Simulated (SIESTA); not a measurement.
# Worked example: self-consistent single point of Zn2GeS3 (P3m1, 6 atoms in the cell) in SIESTA

Method: GGA PBEsol, numerical atomic orbitals DZP, PseudoDojo PBEsol standard norm-conserving potentials (rewritten from UPF to PSML) (SIESTA 5.4.2).

This input was run:

```
# files in the folder: Zn.psml Ge.psml S.psml (PseudoDojo PBEsol standard)
SystemName  Zn2GeS3
SystemLabel siesta

NumberOfAtoms                6
NumberOfSpecies              3
%block ChemicalSpeciesLabel
  1 30 Zn
  2 32 Ge
  3 16 S
%endblock ChemicalSpeciesLabel
LatticeConstant              1.0 Ang
%block LatticeVectors
     3.858020000    0.000000000    0.000000000
    -1.929010000    3.341143000    0.000000000
     0.000000000    0.000000000   10.532890000
%endblock LatticeVectors
AtomicCoordinatesFormat      Bohr
%block AtomicCoordinatesAndAtomicSpecies
     3.645304237    2.104612966    6.997149677  1
    -0.000003645    4.209232247   12.901952611  1
     0.000000000    0.000000000   19.903879315  2
     0.000000000    0.000000000    5.666349690  3
     3.645304237    2.104612966   11.633253970  3
    -0.000003645    4.209232247   17.538454989  3
%endblock AtomicCoordinatesAndAtomicSpecies

XC.functional                GGA
XC.authors                   PBEsol
PAO.BasisSize                DZP
PAO.EnergyShift              0.01 Ry
MeshCutoff                   300 Ry
%block kgrid.MonkhorstPack
    9   0   0  0.0
    0   9   0  0.0
    0   0   3  0.0
%endblock kgrid.MonkhorstPack
OccupationFunction           FD
ElectronicTemperature        10 K

MaxSCFIterations             150
SCF.Mixer.Method             Pulay
SCF.Mixer.Weight             0.25
SCF.Mixer.History            6
SCF.DM.Tolerance             1.0E-04
Diag.ParallelOverK           true
WriteForces                  true
Charge.Mulliken              end
```

Log, with long lists cut:

```
reinit: Reading from file input.fdf

reinit: System Name: Zn2GeS3
reinit: System Label: siesta

coor:   Atomic-coordinates input format  =     Cartesian coordinates
coor:                                            (in Bohr units)

siesta: Atomic coordinates (Bohr) and species
siesta:      3.64530   2.10461   6.99715  1        1
siesta:     -0.00000   4.20923  12.90195  1        2
siesta:      0.00000   0.00000  19.90388  2        3
siesta:      0.00000   0.00000   5.66635  3        4
siesta:      3.64530   2.10461  11.63325  3        5
siesta:     -0.00000   4.20923  17.53845  3        6

siesta: System type = bulk

initatomlists: Number of atoms, orbitals, and projectors:      6    95   108

siesta: ******************** Simulation parameters ****************************
redata: Spin configuration                          = none
redata: Time-Reversal Symmetry                      = T
redata: Number of Atomic Species                    =        3
redata: Mesh Cutoff                                 =   300.0000 Ry
redata: Net charge of the system                    =     0.0000 |e|
redata: Min. number of SCF Iter                     =        0
redata: Max. number of SCF Iter                     =      150
redata: SCF convergence failure will abort job
redata: SCF mix quantity                            = Hamiltonian
redata: Mix DM or H after convergence               =   F
redata: Recompute H after scf cycle                 =   F
redata: Mix DM in first SCF step                    =   T
redata: No kicks to SCF
redata: DM Mixing Weight for Kicks                  =     0.5000
redata: Require Harris convergence for SCF          =   F
redata: Harris energy tolerance for SCF             =     0.000100 eV
redata: Require DM convergence for SCF              =   T
redata: DM tolerance for SCF                        =     0.000100
redata: Require EDM convergence for SCF             =   F
   [... lines left out ...]
diag: Parallel distribution                         =     1 x     1
diag: Used triangular part                          = Lower
diag: Absolute tolerance                            =  0.100E-15
diag: Orthogonalization factor                      =  0.100E-05
diag: Memory factor                                 =  1.0000

superc: Internal auxiliary supercell:     5 x     5 x     3  =      75
superc: Number of atoms, orbitals, and projectors:    450   7125   8100

                        Single-point calculation

superc: Internal auxiliary supercell:     5 x     5 x     3  =      75
superc: Number of atoms, orbitals, and projectors:    450   7125   8100

outcell: Unit cell vectors (Ang):
        3.858020    0.000000    0.000000
       -1.929010    3.341143    0.000000
        0.000000    0.000000   10.532890

outcell: Cell vector modules (Ang)   :    3.858020    3.858020   10.532890
outcell: Cell angles (23,13,12) (deg):     90.0000     90.0000    120.0000
outcell: Cell volume (Ang**3)        :    135.7710
new_DM -- step:     1
Initializing Density Matrix...

Attempting to read DM from file... Failed...
DM filled with atomic data:

InitMesh: MESH = 36 x 36 x 120 = 155520
InitMesh: Mesh cutoff (required, used) =   300.000   320.861 Ry

stepf: Fermi-Dirac step function
        iscf     Eharris(eV)        E_KS(eV)     FreeEng(eV)     dDmax    Ef(eV) dHmax(eV)
   scf:    1   -14151.146688   -14510.458715   -14510.458750  1.012857 -0.679632 77.031409
   scf:    2   -13753.279356   -14437.796204   -14437.796232  4.433085 -1.857303 68.355266
   scf:    3   -14721.210190   -14690.842028   -14690.842028  4.253895 -3.494328  5.080190
   scf:    4   -14692.722601   -14692.337043   -14692.337043  0.119696 -3.198404  2.688473
   scf:    5   -14692.584962   -14692.478999   -14692.478999  0.033269 -3.205665  1.894788
   scf:    6   -14692.609063   -14692.566052   -14692.566052  0.036380 -3.200867  0.671483
   [... 3 lines left out ...]
   scf:   10   -14692.580873   -14692.580870   -14692.580870  0.001159 -3.305304  0.006521
   scf:   11   -14692.580873   -14692.580872   -14692.580872  0.000252 -3.306109  0.001588
   scf:   12   -14692.580873   -14692.580872   -14692.580872  0.000110 -3.306402  0.001018
   scf:   13   -14692.580873   -14692.580873   -14692.580873  0.000132 -3.306682  0.000287
   scf:   14   -14692.580873   -14692.580873   -14692.580873  0.000021 -3.306691  0.000082
SCF Convergence by DM+H criterion
max |DM_out - DM_in|         :     0.0000213467
max |H_out - H_in|      (eV) :     0.0000819709
SCF cycle converged after 14 iterations

Using DM_out to compute the final energy and forces

siesta: E_KS(eV) =           -14692.5809

siesta: E_KS - E_eggbox =    -14692.5809

siesta: Atomic forces (eV/Ang):
     1    0.000468   -0.000272    0.287029
     2    0.000548   -0.000317   -0.004455
     3    0.000127   -0.000074    0.368446
     4   -0.000470    0.000272   -0.047901
     5   -0.000553    0.000320   -0.170362
     6   -0.000127    0.000073   -0.426988
   Tot   -0.000007    0.000003    0.005769
   Max    0.426988
   Res    0.154883    sqrt( Sum f_i^2 / 3N )
   Max    0.426988    constrained

Stress tensor Voigt[x,y,z,yz,xz,xy] (kbar):       33.85       34.32       35.27        0.01       -0.01        0.41
(Free)E + p*V (eV/cell)   -14695.5030
Target enthalpy (eV/cell)   -14692.5809

siesta: Program's energy decomposition (eV):
siesta: Ebs     =     -2231.270769
siesta: Eions   =     17094.011367
siesta: Ena     =       975.810972
siesta: Ekin    =      7183.212772
siesta: Enl     =     -3782.538788
siesta: Eso     =         0.000000
siesta: Edftu   =         0.000000
siesta: DEna    =        72.325230
siesta: DUscf   =         7.933596
siesta: DUext   =         0.000000
siesta: Ex      =     -1927.789043
siesta: Ec      =      -127.524244
siesta: Exc     =     -2055.313287
siesta: Eharris =    -14692.580873
siesta: Etot    =    -14692.580873
siesta: FreeEng =    -14692.580873

siesta: Atomic forces (eV/Ang):
siesta:      1    0.000468   -0.000272    0.287029
siesta:      2    0.000548   -0.000317   -0.004455
siesta:      3    0.000127   -0.000074    0.368446
siesta:      4   -0.000470    0.000272   -0.047901
siesta:      5   -0.000553    0.000320   -0.170362
siesta:      6   -0.000127    0.000073   -0.426988
siesta: ----------------------------------------
siesta:    Tot   -0.000007    0.000003    0.005769

siesta: Stress tensor (static) (eV/Ang**3):
siesta:     0.021129    0.000255   -0.000007
siesta:     0.000255    0.021423    0.000004
siesta:    -0.000007    0.000004    0.022014

   [... lines left out ...]
siesta: Cell volume =        135.771022 Ang**3
siesta:         -34.48235681        -33.37792150  kBar
   [... lines left out ...]
              0.335   1.902   1.919   1.891   1.919   1.902   0.068   0.055

              0.080   0.055   0.068

Species: Ge
Atom  Qatom  Qorb
               4s      4s      4py     4pz     4px     4py     4pz     4px
               3dxy    3dyz    3dz2    3dxz    3dx2-y2 4dxy    4dyz    4dz2
               4dxz    4dx2-y2
   3 13.993   1.821   0.070   0.424   0.629   0.424   0.106   0.038   0.106
              2.004   2.001   2.003   2.001   2.004   0.063   0.068   0.100

              0.068   0.063

Species: S
Atom  Qatom  Qorb
               3s      3s      3py     3pz     3px     3py     3pz     3px
               3Pdxy   3Pdyz   3Pdz2   3Pdxz   3Pdx2-y2
   4  6.332   1.605   0.110   1.519   1.624   1.519  -0.044  -0.070  -0.044
              0.029   0.016   0.023   0.016   0.029
   5  6.390   1.607   0.103   1.542   1.615   1.542  -0.047  -0.062  -0.047
              0.030   0.023   0.029   0.023   0.030
   6  6.083   1.603   0.115   1.336   1.404   1.336   0.071   0.028   0.071
              0.019   0.031   0.021   0.031   0.019

mulliken: Qtot =       72.000

Mulliken Atomic Populations:
Atom #   charge [q] valence [e]  Species
     1     0.384631   19.615369  Zn
     2     0.413009   19.586991  Zn
     3     0.007067   13.992933  Ge
     4    -0.331849    6.331849  S
     5    -0.389577    6.389577  S
     6    -0.083281    6.083281  S
 Total     0.000000
```

The run converged in 14 iterations.

The starting cell comes from a database of computed structures (which also holds hypothetical and non-ambient phases and stackings), without a prior relaxation at this level. Values carry the incompleteness of an atom-centred basis. With a pressure of about -3 GPa the cell is away from its equilibrium volume at this level.
